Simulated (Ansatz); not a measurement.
Start from Sc in the hcp (Mg type) structure (space group P6_3/mmc, No. 194; relaxed with 0.1 eV smearing).

```cif
data_Sc2
_chemical_formula_sum 'Sc2'
_space_group_name_H-M_alt 'P 1'
_space_group_IT_number 1
_cell_length_a 3.27535
_cell_length_b 3.27535
_cell_length_c 5.10512
_cell_angle_alpha 90.000
_cell_angle_beta 90.000
_cell_angle_gamma 120.000
loop_
_space_group_symop_operation_xyz
  'x, y, z'
loop_
_atom_site_label
_atom_site_type_symbol
_atom_site_fract_x
_atom_site_fract_y
_atom_site_fract_z
_atom_site_occupancy
Sc1 Sc 0.66667 0.33333 0.25000 1
Sc2 Sc 0.33333 0.66667 0.75000 1
```

All numbers come from PBEsol in Ansatz (plane waves to 420 eV, PAW, no spin-orbit coupling).

Strains are applied to the cell and any free atomic positions relax.

One change was made to it. Results:

| quantity | base | after |
|---|---|---|
| pressure (mean of the normal stresses, compression positive) | 0.0 GPa | -2.3 GPa |
| energy relative to the base (free energy F) | 0 meV/atom | +8.2 meV/atom |

Task: Name the change that was made.
A. isotropic strain +1.50 %
B. isotropic strain +0.50 %
C. isotropic strain +2.00 %
D. isotropic strain +2.50 %

Result: A, isotropic strain +1.50 %. For comparison, the energy relative to the base in the other runs: isotropic strain +2.00 % gives +14 meV/atom; isotropic strain +2.50 % gives +22 meV/atom; isotropic strain +0.50 % gives +0.9 meV/atom.

Stability against distortions was not tested. All final runs are without spin polarisation.

Ansatz is an electronic-structure program.
